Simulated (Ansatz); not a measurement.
Start from TiO$_{2}$ in the rutile structure (space group P4_2/mnm, No. 136).

```yaml
crystal:
  lattice:
    - [4.64344, 0.00000, 0.00000]
    - [0.00000, 4.64344, 0.00000]
    - [0.00000, 0.00000, 2.96380]
  atoms:
    - { symbol: Ti, position: [0.00000, 0.00000, 0.00000] }
    - { symbol: Ti, position: [0.50000, 0.50000, 0.50000] }
    - { symbol: O, position: [0.30513, 0.30513, 0.00000] }
    - { symbol: O, position: [0.80513, 0.19487, 0.50000] }
    - { symbol: O, position: [0.19487, 0.80513, 0.50000] }
    - { symbol: O, position: [0.69487, 0.69487, 0.00000] }
```

Cartesian axes are those of the cell as printed.

All numbers come from PBE (Ansatz, a first-principles code), no spin-orbit coupling.

Base values:

* **Shortest interatomic distance**: 1.958 Å
* **Valence-band top at Γ**: 0.00, -0.43, -0.43 eV

The change: uniaxial strain ε_zz = −3.00 %, all other strain components held at zero; the atoms relax in the strained cell.

Task: What happens to the shortest interatomic distance, energy relative to the base and valence-band top at Γ?

Result: The shortest interatomic distance falls by 0.027 Å, from 1.958 Å to 1.931 Å; the energy rises by 15 meV/atom; the valence-band top at Γ (three highest levels, from the VBM) changes from 0.00, -0.43, -0.43 eV to 0.00, -0.42, -0.42 eV.

The levels and masses belong to the bands next to the band gap. Whether these cells are dynamically stable was not tested. The final runs are not spin-polarised.
